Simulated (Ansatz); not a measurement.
Consider AlP in the zinc blende structure (space group F-43m, No. 216; a = 5.4705 Å).

Structures relaxed with PBEsol (Ansatz, a quantum-chemistry and plane-wave program, PAW, without spin-orbit coupling).

Base:

Simulated powder pattern, Co Kα, λ = 1.79026 Å (kinematic, ideal powder, no thermal factors, no anomalous dispersion; the 8 strongest lines at most, above 2 %, up to 2θ = 90°):

```
2θ (°)  I/Imax (%)    hkl
------  ----------  -----
32.93          100  (111)
55.14           64  (220)
65.73           38  (311)
81.77           11  (400)
```

Modification: Ru takes the place of P on all its sites; the structure is relaxed again.

**Question.** Predict the new powder pattern.

**Answer.** 
Simulated powder pattern, Co Kα, λ = 1.79026 Å (kinematic, ideal powder, no thermal factors, no anomalous dispersion; the 8 strongest lines at most, above 2 %, up to 2θ = 90°):

| 2θ (°) | I/Imax (%) | hkl |
|---|---|---|
| 33.08 | 100 | (111) |
| 38.39 | 26 | (200) |
| 55.41 | 51 | (220) |
| 66.08 | 40 | (311) |
| 69.42 | 5.9 | (222) |
| 82.23 | 8.3 | (400) |

The indices refer to each structure's own conventional cell; one index is shown for lines that coincide.

Whether these cells are dynamically stable was not tested. As relaxed here, AlRu is a hypothetical phase, not in the database extracts checked. The final runs are not spin-polarised. An odd electron count without spin: AlRu. AlRu has a high density of states at the Fermi level and may be magnetic at this level.
